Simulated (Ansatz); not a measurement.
Take Cu₃N (space group Pm-3m, No. 221) as the base.

```
CELL_PARAMETERS angstrom
      3.82697     0.00000     0.00000
      0.00000     3.82697     0.00000
      0.00000     0.00000     3.82697
ATOMIC_POSITIONS crystal
  N  0.00000 0.00000 0.00000
  Cu 0.50000 0.00000 0.00000
  Cu 0.00000 0.00000 0.50000
  Cu 0.00000 0.50000 0.00000
```

Cartesian axes are those of the cell as printed.

Calculations: PBE (Ansatz, an electronic-structure program; PAW; 420 eV plane waves; no SOC).

For the base:

The pressure is -0.01 GPa, the smallest direct gap is 0.75 eV and the band gap is 0.22 eV.

It is then changed as follows: biaxial strain +0.87 %, plane normal [110], relaxed out of plane (Cartesian); in-plane vectors clamped, the third vector and the atoms free.

Problem. What does the calculation give for the pressure after the change?

Solution. The pressure (mean of the normal stresses, compression positive) falls by 0.88 GPa to -0.89 GPa.

Problem. What does the calculation give for the smallest direct gap after the change?

Solution. The smallest direct gap falls by 0.02 eV, from 0.75 eV to 0.73 eV.

Problem. Estimate the effect on the band gap.

Solution. The band gap drops by 0.02 eV, from 0.22 eV to 0.20 eV.

Problem. How does this affect the out-of-plane strain?

Solution. The out-of-plane strain comes out as -0.94 %.

Stability against distortions was not tested. All final runs are without spin polarisation. The zero or small gap of Cu3N can change with the level of theory.
